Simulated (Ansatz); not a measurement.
Start from C (space group Ia-3, No. 206; a = 4.4487 Å; a hypothetical phase, not in the database extracts checked). Axes: x, y, z lie along the cube axes.

Perturbation: the symmetric strain tensor [0.0107 -0.0008 -0.0011; -0.0008 -0.0087 0.0054; -0.0011 0.0054 -0.0029]; the atoms relax in the strained cell.

Levels (all Ansatz, a quantum-chemistry and plane-wave program, PAW): PBEsol (420 eV, no SOC); r2SCAN (500 eV, no spin-orbit coupling).

The geometry is relaxed with PBEsol.

| Quantity | Result |
|---|---|
| PBEsol lowest conduction level above the VBM at special points | V 2.20 eV; T 3.68 eV; X 3.72 eV; Y 3.73 eV |
| PBEsol width of the top valence band | 4.89 eV |
| PBEsol pressure | 0.64 GPa |

Task: How does going to r2SCAN change the lowest conduction level above the VBM at special points, width of the top valence band and pressure?

Result: The lowest conduction level above the VBM at special points becomes V 2.46 eV; T 4.00 eV; X 4.03 eV; Y 4.04 eV (PBEsol: V 2.20 eV; T 3.68 eV; X 3.72 eV; Y 3.73 eV); the width of the top valence band grows by 0.18 eV to 5.07 eV; the pressure rises by 4.42 GPa (0.64 GPa → 5.06 GPa).

Single points use the geometry relaxed with PBEsol. Their cutoffs differ, which shifts pressures a little. The levels and masses belong to the bands next to the band gap. Stability against distortions was not tested. Labels are those of the standard path for the cell's own space group.
